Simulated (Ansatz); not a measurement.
The starting structures come from a database of crystals and need not be the phases stable at ambient conditions.

By PBEsol, the system below comes out a metal.

A figure of merit of an interconnect metal is its ballistic conductance per area.

Given:

```
CELL_PARAMETERS angstrom
      3.96948     0.00000     0.00000
     -1.98474     3.43767     0.00000
      0.00000     0.00000     5.06209
ATOMIC_POSITIONS crystal
  Si 0.33333 0.66667 0.19911
  Si 0.66667 0.33333 0.80089
  Rh 0.33333 0.66667 0.67364
  Rh 0.66667 0.33333 0.32636
  Rh 0.00000 0.00000 0.00000
```

Space group of this cell: P-3m1. The cell is taken as given; by PBEsol its mean pressure is -2.5 GPa.

The current flows along the normal of the first two printed cell vectors, the (001) plane of the conventional cell. No spin-orbit coupling; the value is a mean over 0.1 eV about the Fermi level.

### Question
Estimate the ballistic conductance per area that Ansatz (a quantum-chemistry and plane-wave program) with PBEsol returns for this system.

### Answer
0.48 × 10¹⁵ S/m² for both spins.
